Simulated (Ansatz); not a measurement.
```yaml
crystal:
  lattice:
    - [0.00000, 2.33418, 2.03042]
    - [2.33418, 0.00000, 2.03042]
    - [2.33418, 2.33418, 0.00000]
  atoms:
    - { symbol: Ga, position: [0.00000, 0.00000, 0.00000] }
    - { symbol: N, position: [0.25000, 0.25000, 0.25000] }
```

The numbers are results of r2SCAN with spin-orbit coupling, rigid bands (plane waves, PAW; Ansatz, a program for electronic structure), not measurements. Condition of this run: uniaxial stress along [001] of 12 GPa (compression positive) (the target of the relaxation). Geometry: cell and atoms relaxed with PBEsol, then loaded as said.

**Question.** Predict the electron conductivity mass (n e² τ/σ) at 300 K, by direction if it differs.

**Answer.** 0.198 (x), 0.198 (y), 0.172 (z) mₑ.

**Question.** Predict the hole conductivity mass (n e² τ/σ) at 300 K, by direction if it differs.

**Answer.** 0.93 (x), 0.93 (y), 0.26 (z) mₑ.

**Question.** And the band gap?

**Answer.** 1.99 eV at this level; semilocal functionals usually fall short of the measured gap.

Rigid bands, one relaxation time for all states, no polarons. Geometry: cell and atoms relaxed with PBEsol.
